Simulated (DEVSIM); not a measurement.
Device: abrupt Si p-n junction, at 300 K.

Layer 1 from the left is Si, thickness (μm) 5.70, Na (cm⁻³) 1.4e18, τn (s) 1.4e-7, τp (s) 1.4e-7. Layer 2 from the left is Si, thickness (μm) 0.320, Nd (cm⁻³) 1.1e17, τn (s) 1.4e-7, τp (s) 1.4e-7.

Left contact: ohmic. Right contact: ohmic. Voltage is applied to the left contact. Recombination: SRH at mid-gap, radiative, Auger. Mobility is μmin + (μ − μmin)/(1 + (N/Nref)^α).

The device is made up for the run: typed textbook-type constants, with dimensions and the other settings drawn at random. Values at 300 K.

Si: gap (eV) 1.124, affinity (eV) 4.05, permittivity 11.7, Nc (cm⁻³) 2.86e19, Nv (cm⁻³) 3.1e19, μn (cm²/Vs) 1417, μp (cm²/Vs) 470, μn,min 52, μp,min 45, Nref,n 9.7e16, Nref,p 2.2e17, αn 0.68, αp 0.72, B (cm³/s) 4.7e-15, Cn (cm⁶/s) 2.8e-31, Cp (cm⁶/s) 9.9e-32.

Task: Estimate by hand the built-in potential, the peak field at zero bias, and compare with a numerical solution.

Result: 
- Built-in potential: ni = √(Nc Nv) exp(−Eg/2kT) = 1.08e10 cm⁻³ with Eg = 1.124 eV; Vbi = kT/q ln(Na Nd/ni²) = 0.900 V; numerical 0.900 V.
- Peak field at zero bias: depletion approximation: W = √(2εVbi/(qN)) = 0.107 μm with N = 1.02e17 cm⁻³; field = 2Vbi/W = 169000 V/cm; numerical 165000 V/cm (estimate above by 2.2 %).

Model (solved in DEVSIM): 1D drift-diffusion, Boltzmann statistics, complete ionisation; no tunnelling, impact ionisation, image-force lowering or self-heating.
